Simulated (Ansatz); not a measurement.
Base system: TiO2 in the anatase structure (space group I4_1/amd, No. 141; a = 3.778 Å, c = 9.589 Å). Axes: x, y, z lie along a, b, c of the conventional cell.

Computed with r2SCAN, PAW, 500 eV (Ansatz, an electronic-structure program; no spin-orbit coupling), earlier PAW set.

Before the change:

- Band gap = 2.53 eV

Perturbation: the cell is stretched by 3.72 % along x with no lateral relaxation; the atoms relax in the strained cell.

Problem. How does this affect the largest internal atomic displacement, band gap, energy relative to the base and stress?

Solution. The largest internal atomic displacement amounts to 0.035 Å; the band gap decreases by 0.08 eV (2.53 eV → 2.45 eV); the energy rises by 16 meV/atom; the stress (xx, yy, zz, yz, xz, xy; compression positive) is (-11.20, -5.26, -4.64, 0.00, 0.00, 0.00) GPa.

Whether these cells are dynamically stable was not tested. All final runs are without spin polarisation.
